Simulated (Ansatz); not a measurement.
# CsPbCl3 under a change: Li interstitial (started 2.39 Å from the nearest host atom), symmetric start

Start from a 10-atom supercell of CsPbCl3 in the cubic perovskite structure (space group Pm-3m, No. 221; a = 5.619 Å) at its relaxed geometry.

Perturbation: one Li atom is added in an open site, starting 2.39 Å from the nearest host atom, atoms relaxed at fixed cell.

The values are results of PBEsol (Ansatz, a quantum-chemistry and plane-wave program, PAW, no spin-orbit coupling), not measurements. Γ-centred 4×4×4 mesh, Fermi–Dirac width 0.01 eV.

```yaml
largest_displacement_of_a_host_atom_from_its_site_in_the_perfect_cell: 1.09 Å
final_site_of_the_added_atom: 3 Cl at 2.19–2.24 Å (trigonal planar)
```

Final structure:

```
Cs2LiPb2Cl6
1.0
    5.61875    -5.61875     0.00000
    0.00000     5.61875    -5.61875
    0.00000     5.61875     5.61875
Cs Pb Cl Li
2 2 6 1
Cartesian
  0.00000  -0.19822  -0.40539
  0.00000   5.73292  -0.40244
  3.00447   2.76638   2.83711
  2.61428   2.76638  -2.78164
  0.00000   2.76820   3.35147
  0.00000   2.77003  -3.87799
  1.95626   2.76607   0.07298
  3.66250  -2.85268   0.07298
  2.81164  -0.04327   3.02849
  2.80711  -0.04327  -2.59026
  0.00000   2.76486   1.16291
```

Cost of the whole job for the changed cell (relaxation, final SCF and bands): very roughly 18 core-minutes.

The magnetic state is the one reached from the starting moments; the real material's order can differ, and small cells can't hold many antiferromagnetic ones. In so small a cell the defect repeats every few ångströms: this is an ordered compound, not a dilute defect. The defect started on the symmetric site and kept its symmetry, so it may sit on a saddle. Starting moments died away, wholly or in part, for Li interstitial (started 2.39 Å from the nearest host atom); another magnetic solution may exist. Many cubic perovskites are stable only at high temperature; tilts and polar distortions were not tested. The defect cell is spin-polarised and ends with 0.0 μB. This is not the structure that CsPbCl3 has at room temperature and ambient pressure.
